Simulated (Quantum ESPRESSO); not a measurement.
Worked example: self-consistent single point of ZnS (F-43m, 2 atoms in the cell) in Quantum ESPRESSO.

Method: PBE, PseudoDojo stringent norm-conserving (PBE) pseudopotentials (plane waves; Quantum ESPRESSO).

```
CELL_PARAMETERS angstrom
     -2.70500     0.00000     2.70500
      0.00000     2.70500     2.70500
     -2.70500     2.70500     0.00000
ATOMIC_POSITIONS crystal
  Zn 0.00000 0.00000 0.00000
  S  0.25000 0.25000 0.25000
```

Reference input (self-consistent single point, DFT, PBE, plane waves, PseudoDojo stringent norm-conserving (PBE) pseudopotentials): ecutwfc = 85 Ry; occupations = smearing; smearing = fd; degauss = 0.0036749 Ry; potentials = {Zn: Zn.upf, S: S.upf}; K_POINTS = automatic 7 7 7 0 0 0; conv_thr = 1e-10 Ry; mixing_beta = 0.3. This run's input differs from it in these lines:

```diff
@@ -29,3 +29,3 @@
 K_POINTS {automatic}
-7 7 7  0 0 0
+6 6 6  0 0 0
```

Output (repeated stretches shortened):

```
     Self-consistent Calculation

     iteration #  1     ecut=    85.00 Ry     beta= 0.30

     Threshold (ethr) on eigenvalues was too large:
     Diagonalizing with lowered threshold

     total energy              =    -440.20380484 Ry
     estimated scf accuracy    <       0.09941227 Ry

     iteration #  2     ecut=    85.00 Ry     beta= 0.30

     total energy              =    -440.21009611 Ry
     estimated scf accuracy    <       0.01373729 Ry

     iteration #  3     ecut=    85.00 Ry     beta= 0.30

     total energy              =    -440.21157143 Ry
     estimated scf accuracy    <       0.00251277 Ry

   [... 7 blocks of this kind left out ...]

     iteration # 11     ecut=    85.00 Ry     beta= 0.30

     total energy              =    -440.21174448 Ry
     estimated scf accuracy    <          2.3E-10 Ry

     iteration # 12     ecut=    85.00 Ry     beta= 0.30
     End of self-consistent calculation

     the Fermi energy is     8.3710 ev

!    total energy              =    -440.21174448 Ry
     estimated scf accuracy    <          7.6E-12 Ry
     smearing contrib. (-TS)   =      -0.00000000 Ry
     internal energy E=F+TS    =    -440.21174448 Ry

     convergence has been achieved in  12 iterations

     Forces acting on atoms (cartesian axes, Ry/au):

     atom    1 type  1   force =     0.00000000    0.00000000    0.00000000
     atom    2 type  2   force =     0.00000000    0.00000000   -0.00000000

     Total force =     0.000000     Total SCF correction =     0.000000

          total   stress  (Ry/bohr**3)                   (kbar)     P=       13.45
   0.00009141  -0.00000000   0.00000000           13.45       -0.00        0.00
  -0.00000000   0.00009141   0.00000000           -0.00       13.45        0.00
   0.00000000  -0.00000000   0.00009141            0.00       -0.00       13.45

   JOB DONE.
```

The run converged in 12 iterations. Against the reference run the free energy rises by 1.1 meV/atom, the pressure moves little (1.33 to 1.34 GPa) and the gap on the mesh stays at 2.098 eV.

The starting cell has typed, rounded lattice constants, without a prior relaxation at this level.
